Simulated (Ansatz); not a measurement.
Ti2GeC, response to strain

Start from Ti$_{2}$GeC (space group P6_3/mmc, No. 194; a cell from a computed database, its experimental status unchecked).

```yaml
crystal:
  lattice:
    - [3.05328, 0.00000, 0.00000]
    - [-1.52664, 2.64422, 0.00000]
    - [0.00000, 0.00000, 12.88726]
  atoms:
    - { symbol: Ti, position: [0.66667, 0.33333, 0.58916] }
    - { symbol: Ti, position: [0.33333, 0.66667, 0.41084] }
    - { symbol: Ti, position: [0.33333, 0.66667, 0.08916] }
    - { symbol: Ti, position: [0.66667, 0.33333, 0.91084] }
    - { symbol: Ge, position: [0.66667, 0.33333, 0.25000] }
    - { symbol: Ge, position: [0.33333, 0.66667, 0.75000] }
    - { symbol: C, position: [0.00000, 0.00000, 0.50000] }
    - { symbol: C, position: [0.00000, 0.00000, 0.00000] }
```

Cartesian axes are those of the cell as printed.

Strains are applied to the cell and any free atomic positions relax; under biaxial strain the out-of-plane vector relaxes too.

Method: PBEsol (Ansatz, a first-principles code; PAW; 420 eV plane waves; without spin-orbit coupling).

Notes on the quantities. pressure: mean of the normal stresses, compression positive.

| change | pressure | volume per atom | space group |
|---|---|---|---|
| base | 0.0 GPa | 13.01 Å³ | P6_3/mmc (No. 194) |
| biaxial strain −1.43 %, plane normal [001], relaxed out of plane | 3.2 GPa | 12.76 Å³ | P6_3/mmc (No. 194) |
| biaxial strain +0.66 %, plane normal [001], relaxed out of plane | -1.4 GPa | 13.12 Å³ | P6_3/mmc (No. 194) |
| tensor shear ε_xz = −3.93 % | 1.4 GPa | 12.99 Å³ | C2/c (No. 15) |

Without a gap, meshes like the base's 17×17×4 leave anisotropic stresses uncertain by several tenths of a GPa, and small strain energies with them. Whether these cells are dynamically stable was not tested. The final runs are not spin-polarised.
